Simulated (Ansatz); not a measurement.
**H2O on the 1x1 (100) surface of monoclinic HfO2 (cut with top plane 2 O), one in a 1x1 cell, started at the site 'top O'**

Host crystal: monoclinic HfO2, with a band gap (PBE, scalar-relativistic without spin-orbit coupling).

All values below come from HSE06, at the PBE geometry (plane waves to 420 eV, PAW; Ansatz, an electronic-structure program).

Model: 27-atom slab, 9.3 Å thick at the start under the adsorbate (thin: gaps and levels are the slab's own), 3x3x1 mesh, Fermi-Dirac 0.01 eV, dipole correction, single point; no symmetry held, on the structure that PBE left; no spin, no spin-orbit, no U, no dispersion correction. At the end it is bonded to Hf + O. In PBE it is, or lies within 0.03 eV of, the lowest of the starts that converged; the order may differ at this level.

The energy of the end state, in which the adsorbate came apart, against H2O(g) at the same level is -1.76 eV and the change of the step from the bottom to the top vacuum level, against the clean slab is -1.01 eV. The height of the binding atom over the mean of the host atoms within 0.3 Å of the top one comes out as 0.633 Å and the caution is the clean host was not checked against rearrangement in a larger or rattled cell. The note is in the relaxation the adsorbate left its starting site by 2.7 Å and the cost is about 30 core-minutes (a rough figure).

A negative adsorption energy means that the adsorbate is more stable on the surface than in its reference.
